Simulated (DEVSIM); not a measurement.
Structure: abrupt Si n-p junction, at 300 K.

```csv
layer (left to right),material,thickness (μm),Nd (cm⁻³),Na (cm⁻³),τn (s),τp (s)
1,Si,0.430,1.6e15,-,7e-5,7e-5
2,Si,2.70,-,8.1e17,7e-5,7e-5
```

Left contact: ohmic. Right contact: ohmic. Voltage is applied to the left contact. Recombination: SRH at mid-gap, Auger. Mobility is constant in doping.

Constants are typed, rounded textbook-type inputs, not results; the design itself was drawn at random and stands for no fabricated device. Values at 300 K.

```csv
parameter,Si
gap (eV),1.124
affinity (eV),4.05
permittivity,11.7
Nc (cm⁻³),2.86e19
Nv (cm⁻³),3.1e19
μn (cm²/Vs),1417
μp (cm²/Vs),470
Cn (cm⁶/s),2.8e-31
Cp (cm⁶/s),9.9e-32
```

DEVSIM, 1D drift-diffusion, Boltzmann statistics, complete ionisation; no tunnelling, impact ionisation, image-force lowering or self-heating.

Task: Give the dark forward current.

Result: 
```json
[
 {"V (V)": "-0.05", "J (A/cm²)": "-3.6e-7"},
 {"V (V)": "-0.10", "J (A/cm²)": "-2.6e-6"},
 {"V (V)": "-0.15", "J (A/cm²)": "-1.6e-5"},
 {"V (V)": "-0.20", "J (A/cm²)": "-9.7e-5"},
 {"V (V)": "-0.30", "J (A/cm²)": "-0.0034"},
 {"V (V)": "-0.35", "J (A/cm²)": "-0.019"},
 {"V (V)": "-0.40", "J (A/cm²)": "-0.11"},
 {"V (V)": "-0.45", "J (A/cm²)": "-0.56"},
 {"V (V)": "-0.50", "J (A/cm²)": "-2.8"},
 {"V (V)": "-0.55", "J (A/cm²)": "-13"},
 {"V (V)": "-0.65", "J (A/cm²)": "-200"},
 {"V (V)": "-0.70", "J (A/cm²)": "-620"},
 {"V (V)": "-0.75", "J (A/cm²)": "-1700"},
 {"V (V)": "-0.80", "J (A/cm²)": "-3800"}
]
```
